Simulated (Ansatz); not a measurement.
**A computed series for MoSi2: response to strain**

Consider MoSi₂ (space group I4/mmm, No. 139; a = 3.217 Å, c = 7.875 Å; relaxed with 0.1 eV smearing). Axes: x, y, z lie along a, b, c of the conventional cell.

Strains are applied to the cell and any free atomic positions relax.

The values are results of Ansatz (a first-principles code), PBE, PAW, cutoff 420 eV, without spin-orbit coupling, not measurements.

Notes on the quantities. pressure: mean of the normal stresses, compression positive; energy relative to the base: free energy F.

| case | shortest interatomic distance | pressure | energy relative to the base |
|---|---|---|---|
| base | 2.597 Å | 0.0 GPa | 0 meV/atom |
| uniaxial strain ε_zz = −3.00 % | 2.527 Å | 7.5 GPa | +20 meV/atom |
| uniaxial strain ε_zz = −2.50 % | 2.539 Å | 6.1 GPa | +14 meV/atom |
| uniaxial strain ε_zz = −1.50 % | 2.563 Å | 3.5 GPa | +4.9 meV/atom |
| uniaxial strain ε_zz = −1.00 % | [?] | [?] | [?] |
| uniaxial strain ε_zz = −0.50 % | 2.586 Å | 1.1 GPa | +0.5 meV/atom |
| uniaxial strain ε_zz = +0.50 % | 2.609 Å | -1.1 GPa | +0.5 meV/atom |
| uniaxial strain ε_zz = +1.00 % | 2.620 Å | -2.1 GPa | +2.0 meV/atom |
| uniaxial strain ε_zz = +1.50 % | 2.627 Å | -3.1 GPa | +4.4 meV/atom |
| uniaxial strain ε_zz = +3.00 % | 2.635 Å | -5.8 GPa | +17 meV/atom |

Task: Some entries are withheld; estimate them.

Result: 
- uniaxial strain ε_zz = −1.00 %, shortest interatomic distance: 2.575 Å
- uniaxial strain ε_zz = −1.00 %, pressure: 2.3 GPa
- uniaxial strain ε_zz = −1.00 %, energy relative to the base: +2.1 meV/atom

Whether these cells are dynamically stable was not tested. All final runs are without spin polarisation.
